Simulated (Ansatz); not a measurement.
The reference is HfRuP (space group P-62m, No. 189; a = 6.3683 Å, c = 3.7530 Å; a cell from a computed database, its experimental status unchecked). Axes: x lies along a and z along c of the hexagonal cell.

Calculations: Ansatz (a quantum-chemistry and plane-wave program), PBEsol, PAW, cutoff 420 eV, scalar-relativistic without spin-orbit coupling.

Before the change:

| Item | Value |
|---|---|
| Pressure | 0.0 GPa |

Perturbation: the symmetric strain tensor [-0.0044 -0.0009 -0.0047; -0.0009 -0.0134 0.0044; -0.0047 0.0044 0.0026], atoms relaxed at fixed cell.

Task: How does this affect the pressure?

Result: The pressure (mean of the normal stresses, compression positive) goes from zero to 3.9 GPa.

Task: How does this affect the largest internal atomic displacement?

Result: The largest internal atomic displacement is 0.016 Å.

Stability against distortions was not tested. The final runs are not spin-polarised. An odd electron count without spin: HfRuP.
